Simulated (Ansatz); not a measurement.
Consider the following.

```
CELL_PARAMETERS angstrom
      5.97824     0.00000     0.00000
     -2.98912     4.92561     0.00000
      0.00000     0.00000     4.60837
ATOMIC_POSITIONS crystal
  Ti 0.83744 0.67488 0.25000
  Ti 0.17151 0.82563 0.75000
  Ti 0.34588 0.17437 0.25000
  Ti 0.16256 0.32512 0.75000
  Ti 0.82849 0.17437 0.25000
  Ti 0.65412 0.82563 0.75000
  Al 0.33245 0.66491 0.25000
  Al 0.66755 0.33509 0.75000
```

No spin polarisation.

The values are results of Ansatz (an electronic-structure program) PBEsol, no spin-orbit coupling, not measurements. Settings: 10×10×10 k-points, 0.05 eV Fermi–Dirac smearing.

Task: What pressure (mean of the normal stresses, compression positive) does the calculation give?

Result: -5.3 GPa.

Task: Estimate the space group.

Result: Cmcm (No. 63).

Task: What band gap does the calculation give?

Result: Zero.

The cells carry an imposed strain or load. Whether these cells are dynamically stable was not tested. The final runs are not spin-polarised. The cell was made from Ti₃Al (space group P6_3/mmc, No. 194) by this change: uniaxial strain ε_xx = +5.11 %.
